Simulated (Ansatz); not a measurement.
**Worked example: self-consistent single point of ScB2 (P6mm, 3 atoms in the cell) in Ansatz (an electronic-structure program)**

Level of theory: PBEsol, default PAW files made with PBE (plane waves; Ansatz).

This input was run:

Ansatz 0.2 input:
```yaml
crystal:
  lattice:
    - [3.129683, 0.000000, 0.000000]
    - [-1.564841, 2.710385, 0.000000]
    - [0.000000, 0.000000, 3.517723]
  atoms:
    - { symbol: Sc, position: [0.000000, 0.000000, 0.014214] }
    - { symbol: B, position: [0.666667, 0.333333, 0.500000] }
    - { symbol: B, position: [0.333333, 0.666667, 0.500000] }
basis:
  ecutwfc: 420.0
kpoints:
  mp_grid: { grid: [12, 12, 9] }
hamiltonian:
  xc: pbesol
  pseudopotentials: { kind: paw }
scf:
  occupations: { method: gaussian, width: 0.1 }
output:
  forces: true
  eigenvalues: true
  stress: true
```

Output, abridged:

```
WARN the atoms were moved onto the symmetric positions of the space group found under crystal.symmetry.tolerance 1.0e-5 (fractional …
WARN ansatz: RAYON_NUM_THREADS=1 ignored (pool sized by the plan → 1); use --threads N
Pseudopotentials: kind: paw
Pseudopotential: Sc, paw, valence charge 11
Pseudopotential: B, paw, valence charge 3
Crystal: 3 atoms, lattice volume = 29.840 Å³
Basis set: ecut = 420 eV, 563 PW (Γ), exchange–correlation on 48×48×48 points (8 copies of the dense FFT grid, shifted against one another)
Bands: 13, of which v1, the nominal top of the filled ones, is band 9 counted from 1 (8 counted from 0)
Symmetry: 12 space group operations
Space group: P6mm (ITA 183), of the structure as read, at distance tolerance 3.1e-5 Å
k-points: 95 of 1296 (time reversal used)
PAW frozen core: Sc, regenerated for the run's functional, and the local potential with it
PAW frozen core: B, regenerated for the run's functional, and the local potential with it
Initial density: superposition of atomic densities (neutral atoms: chi_scale 0, normalization atom), corrected by the library's trained network
Initial wavefunctions: pseudopotential atomic-orbital guess
Eigensolver: davidson
Functional: x = pbesol(κ = 0.804, μ = 0.12345679012345678), c = pbesol(β = 0.046)
SCF iter   1: F=—  HF=-2419.380380 eV  |F-HF|=—  |Δ(HF+E_count)|=         —  Δρ=3.89e-3  dr2=3.85e-3  ethr=1.77e-3  ⟨swp⟩=4.3  Hψ=5943  notcnv=0
all-band conjugate gradients solve this SCF's bands
preconditioner: auto → none
SCF iter   2: F=—  HF=-2419.378980 eV  |F-HF|=—  |Δ(HF+E_count)|=   1.40e-3  Δρ=2.12e-3  dr2=1.41e-3  ethr=2.26e-5  ⟨swp⟩=1.5  Hψ=2308  notcnv=0
SCF iter   3: F=—  HF=-2419.378509 eV  |F-HF|=—  |Δ(HF+E_count)|=   4.71e-4  Δρ=2.19e-4  dr2=1.24e-5  ethr=8.27e-6  ⟨swp⟩=2.0  Hψ=1632  notcnv=0
SCF iter   4: F=—  HF=-2419.378526 eV  |F-HF|=—  |Δ(HF+E_count)|=   1.68e-5  Δρ=9.84e-5  dr2=4.39e-6  ethr=7.31e-8  ⟨swp⟩=2.0  Hψ=1910  notcnv=0
SCF iter   5: F=—  HF=-2419.378524 eV  |F-HF|=—  |Δ(HF+E_count)|=   1.52e-6  Δρ=2.51e-5  dr2=1.14e-7  ethr=2.58e-8  ⟨swp⟩=2.1  Hψ=1845  notcnv=0
SCF iter   6: F=-2419.378524 eV  HF=-2419.378524 eV  |F-HF|=3.31e-10  |Δ(HF+E_count)|=   2.83e-8  Δρ=2.59e-6  dr2=1.44e-9  ethr=5.88e-10  ⟨swp⟩=4.8  Hψ=4715  notcnv=0
SCF 1 converged in 6 iterations: F = -2419.378524 eV  dr2 = 1.44e-9
SCF converged after 6 iterations
Free energy (F): -2419.378524 eV
Harris-Foulkes:  -2419.378524 eV  (|F-HF|=3.31e-10)
Internal energy: -2419.375378 eV  (E = F + TS)
E sigma→0 (E₀):  -2419.376951 eV
Entropy (-TS):   -0.003146 eV (-1.049 meV/atom)
Fermi energy:    12.123379 eV
--- Per-component energies (eV) ---
  E_band       = -89.084229
  E_kinetic    = 362.265831
  E_local      = -731.831621  (includes V_loc(G=0)·N_el)
  E_nonlocal   = 105.005950
  E_hartree    = 252.367004
  E_xc         = -169.897092
  E_vxc        = -208.235046  (∫ρ·V_xc dr)
  E_paw        = -1082.764838  (= ΣΔE_a)
  E_vpaw       = -121.022622  (= ΣTr[D̂ρ^β])
  E_aug_tail   = 0.000002  (compensation charges beyond the density's cutoff)
  E_ewald      = -1154.679061
  E_core_change = 0.158447  (= ΣΔE_core)
  E_smearing   = -0.003146  (= −TS)
  E_closure    = -0.000000  (closes the sum)
  Σ components = -2419.378524   (vs F -2419.378524, Δ=0.00e0)
--- Forces (eV/Å), atoms counted from 1 ---
  atom   1  Sc     0.00000000     0.00000000    -0.48142346
  atom   2  B      0.00000000    -0.00000000     0.24070948
  atom   3  B     -0.00000000     0.00000000     0.24070948
  max |Σ_I F_I| component: 4.51e-6 eV/Å
--- Stress (GPa, compression-positive) ---
       -1.128410       0.000000       0.000000
        0.000000      -1.128410      -0.000000
        0.000000      -0.000000      -3.592096
  P = ⅓ Tr σ = -1.9496 GPa (-19.496 kbar)
  The stress holds the Pulay correction. Without it, at fixed plane waves, as pw.x and ABINIT print it: P = -2.1151 GPa
--- Band table (eV; the first three rows and the last of 95) ---
  k-point 0: bands = ["-35.8673", "-14.7021", "-14.3683", "-14.3683", "0.4965", "10.4785", "11.2627", "11.2627", "11.6894", "16.2497", "16.2497", "17.0269", "17.0269"]
  k-point 1: bands = ["-35.8659", "-14.7253", "-14.3668", "-14.3668", "0.6358", "9.5724", "11.3646", "11.3646", "12.5230", "15.8033", "15.8033", "16.7807", "16.7807"]
  k-point 2: bands = ["-35.8625", "-14.7835", "-14.3629", "-14.3629", "1.0221", "8.2795", "11.6594", "11.6594", "13.6333", "15.0762", "15.0762", "16.1440", "16.1440"]
  k-point 94: bands = ["-35.7719", "-14.7352", "-14.7191", "-14.7191", "5.0753", "5.0753", "7.8544", "10.6208", "10.6208", "16.6894", "17.8716", "17.8716", "18.6275"]
```

The run converged in 6 iterations.

The starting cell comes from a database of computed structures (which also holds hypothetical and non-ambient phases and stackings), without a prior relaxation at this level. Its lattice was rescaled by up to half a per cent. One atom was moved a little off its site on purpose. Ansatz's pressure includes its estimate of the finite-basis (Pulay) stress.
